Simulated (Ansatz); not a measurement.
System: L1₂ (Cu3Au-type) Pt3Ti. Method: RPBE (PAW; Ansatz, a program for electronic structure).

The input as run:

Ansatz 0.2 input:
```yaml
crystal:
  lattice:
    - [3.9976062529, 0.0, 0.0]
    - [0.0, 3.9976062529, 0.0]
    - [0.0, 0.0, 3.9976062529]
  atoms:
    - { symbol: Ti, position: [0.0, 0.0, 0.0] }
    - { symbol: Pt, position: [0.0, 0.5, 0.5] }
    - { symbol: Pt, position: [0.5, 0.0, 0.5] }
    - { symbol: Pt, position: [0.5, 0.5, 0.0] }
basis:
  ecutwfc: 520
  ecutrho_ratio: 4
  xc_grid: 2
kpoints:
  mp_grid: { grid: [14, 14, 14] }
hamiltonian:
  xc: rpbe
  dispersion: none
  pseudopotentials: { kind: paw }
scf:
  occupations: { method: fermi_dirac, width: 0.05 }
  convergence: { dr2_threshold: 0.0000000004 }
output:
  forces: true
  stress: true
  eigenvalues: true
```

The run printed, among other lines:

```
Crystal: 4 atoms, lattice volume = 63.885 Å³
Basis set: ecut = 520 eV, 1743 PW (Γ), exchange–correlation on 60×60×60 points (8 copies of the dense FFT grid, shifted against one another)
Bands: 40, of which v1, the nominal top of the filled ones, is band 33 counted from 1 (32 counted from 0)
Symmetry: 48 space group operations
Space group: Pm-3m (ITA 221), of the structure as read, at distance tolerance 4.0e-5 Å
k-points: 120 of 2744
Functional: x = rpbe, c = pbe(β = 0.06672455060314922)
SCF iter   1: F=—  HF=-40117.797282 eV  |F-HF|=—  |Δ(HF+E_count)|=         —  Δρ=1.64e-2  dr2=2.78e-1
SCF iter   2: F=—  HF=-40117.781471 eV  |F-HF|=—  |Δ(HF+E_count)|=   1.58e-2  Δρ=8.50e-3  dr2=8.07e-2
  ...
SCF iter   8: F=—  HF=-40117.775089 eV  |F-HF|=—  |Δ(HF+E_count)|=  7.86e-10  Δρ=8.19e-7  dr2=6.49e-10
SCF iter   9: F=-40117.775089 eV  HF=-40117.775089 eV  |F-HF|=2.91e-11  |Δ(HF+E_count)|=  2.91e-11  Δρ=2.04e-7  dr2=3.62e-11
SCF 1 converged in 9 iterations: F = -40117.775089 eV  dr2 = 3.62e-11
SCF converged after 9 iterations
Free energy (F): -40117.775089 eV
Internal energy: -40117.764590 eV  (E = F + TS)
E sigma→0 (E₀):  -40117.769840 eV
Fermi energy:    20.584678 eV
--- Forces (eV/Å), atoms counted from 1 ---
  atom   1  Ti    -0.00000000     0.00000000    -0.00000000
  atom   2  Pt     0.00000000    -0.00000000     0.00000000
  atom   3  Pt    -0.00000000    -0.00000000    -0.00000000
  atom   4  Pt    -0.00000000     0.00000000    -0.00000000
--- Stress (GPa, compression-positive) ---
       -4.138439       0.000000      -0.000000
       -0.000000      -4.138439       0.000000
        0.000000       0.000000      -4.138439
  P = ⅓ Tr σ = -4.1384 GPa (-41.384 kbar)
```

The cell is one volume of an energy–volume scan, off the minimum.

The PAW data were made under PBE.
